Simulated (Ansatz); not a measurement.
Take LaZnSbO (space group P4/nmm, No. 129; a cell from a computed database, its experimental status unchecked) as the base.

```xyz
8
Lattice="4.1869 0.0000 0.0000 0.0000 4.1869 0.0000 0.0000 0.0000 9.4192" Properties=species:S:1:pos:R:3 pbc="T T T"
La     0.0000     2.0934     8.2703
La     2.0934     0.0000     1.1489
Zn     0.0000     0.0000     4.7096
Zn     2.0934     2.0934     4.7096
Sb     2.0934     0.0000     6.4169
Sb     0.0000     2.0934     3.0022
O      2.0934     2.0934     0.0000
O      0.0000     0.0000     0.0000
```

Cartesian axes are those of the cell as printed.

Level of theory: PBEsol (Ansatz, an electronic-structure program; PAW; 420 eV plane waves; no spin-orbit coupling).

Before the change:

| Quantity | Value |
|---|---|
| Shortest interatomic distance | 2.388 Å |

One thing is altered: strain tensor (xx, yy, zz, yz, xz, xy) = (−0.24, −0.92, +1.45, +0.19, +0.69, +0.29) %, atoms relaxed at fixed cell.

**Question.** How does this affect the energy relative to the base and shortest interatomic distance?

**Answer.** The energy increases by 1.4 meV/atom; the shortest interatomic distance drops by 0.008 Å, from 2.388 Å to 2.380 Å.

Whether these cells are dynamically stable was not tested. The final runs are not spin-polarised.
